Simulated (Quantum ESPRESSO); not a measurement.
**Habitual settings against a tight run: Nb (Im-3m, 1 atom in the cell)**

Self-consistent single point.

```xyz
1
Lattice="-1.6716 1.6716 1.6716 1.6716 -1.6716 1.6716 1.6716 1.6716 -1.6716" Properties=species:S:1:pos:R:3 pbc="T T T"
Nb     0.0000     0.0000     0.0000
```

Level of theory: PBE, PseudoDojo standard norm-conserving (PBE) pseudopotentials (plane waves; Quantum ESPRESSO).

Base settings: ecutwfc = 85 Ry; occupations = smearing; smearing = methfessel-paxton; degauss = 0.0099958 Ry; potentials = {Nb: Nb.upf}; K_POINTS = automatic 18 18 18 0 0 0; conv_thr = 1e-10 Ry.

Tight run (finer mesh or higher cutoff; not a proven limit): ecutwfc: 85 Ry → 119 Ry; conv_thr: 1e-10 Ry → 7.3e-11 Ry; K_POINTS: automatic 18 18 18 0 0 0 → automatic 25 25 25 0 0 0. It gave Fermi level (on the code's own zero) 17.23 eV; pressure -4.61 GPa.

Quick runs, as changes from the base:
- A: the base itself
- B: ecutwfc: 85 Ry → 51 Ry; K_POINTS: automatic 18 18 18 0 0 0 → automatic 6 6 6 0 0 0
- C: ecutwfc: 85 Ry → 59 Ry; K_POINTS: automatic 18 18 18 0 0 0 → automatic 4 4 4 1 1 1
- D: ecutwfc: 85 Ry → 42 Ry; degauss: 0.0099958 Ry → 0.036749 Ry; K_POINTS: automatic 18 18 18 0 0 0 → automatic 8 8 8 0 0 0
- E: ecutwfc: 85 Ry → 68 Ry; smearing: methfessel-paxton → marzari-vanderbilt; degauss: 0.0099958 Ry → 0.036749 Ry; K_POINTS: automatic 18 18 18 0 0 0 → automatic 6 6 6 0 0 0; potentials: PseudoDojo standard norm-conserving (LDA) [LDA (PW92)]
- F: ecutwfc: 85 Ry → 51 Ry; K_POINTS: automatic 18 18 18 0 0 0 → automatic 1 1 1 0 0 0

Energies are extrapolated to zero smearing width, which holds to low order in the width alone (under cold and Methfessel-Paxton smearing the free energy itself is taken).

Dashes: energy of E, another energy zero.

† marks runs with another functional, U, potentials or spin treatment: their distance from the tight run is not a convergence error alone.

The count of work is k-points × plane waves × bands × iterations; it is no time. 

The starting cell comes from a database of computed structures (which also holds hypothetical and non-ambient phases and stackings), without a prior relaxation at this level. Its lattice was rescaled by a random factor within 2.5 % of one. Spin polarisation is off. In the base run, with a pressure of about -5 GPa the cell is away from its equilibrium volume at this level.

| run | energy less tight (meV/atom) | pressure less tight (GPa) | count of work / tight |
|---|---|---|---|
| A | 0.4 | 0.10 | 0.26 |
| B | 485.2 | -23.23 | 0.010 |
| C | 19.6 | -10.09 | 0.0040 |
| D | 1587.3 | -49.31 | 0.012 |
| E† | – | -12.78 | 0.015 |
| F | 1279.4 | 88.20 | 0.00053 |

Among the runs at the tight run's level, the energy misses run from 0.4 to 1587.3 meV/atom.
